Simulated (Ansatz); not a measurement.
# What tensor shear ε_xz = +0.29 % does to Y

Take Y in the hcp (Mg type) structure (space group P6_3/mmc, No. 194; a = 3.594 Å, c = 5.610 Å; relaxed with 0.1 eV smearing) as the base. Axes: x lies along a and z along c of the hexagonal cell.

It is then changed as follows: tensor shear ε_xz = +0.29 % (engineering shear γ = 0.0058); the atoms relax in the strained cell.

Computed with PBEsol, PAW, 420 eV (Ansatz, a program for electronic structure; spin-orbit coupling left out). k-mesh 18×18×11 (Γ-centred); smearing 0.1 eV (Fermi–Dirac).

| quantity | base | changed | shift |
|---|---|---|---|
| volume per atom | 31.38 Å³ | 31.38 Å³ | 0.00 Å³ |
| space group | P6_3/mmc (No. 194) | C2/c (No. 15) | – |
| energy relative to the base (free energy F) | 0 meV/atom | +0.1 meV/atom | +0.1 meV/atom |
| pressure (mean of the normal stresses, compression positive) | 0.0 GPa | 0.0 GPa | 0.0 GPa |
| band gap | zero | zero | – |
| stress (xx, yy, zz, yz, xz, xy; compression positive) | – | (0.0, 0.0, 0.0, 0.0, -0.1, 0.0) GPa | – |

No phonon test of stability was made. The final runs are not spin-polarised.
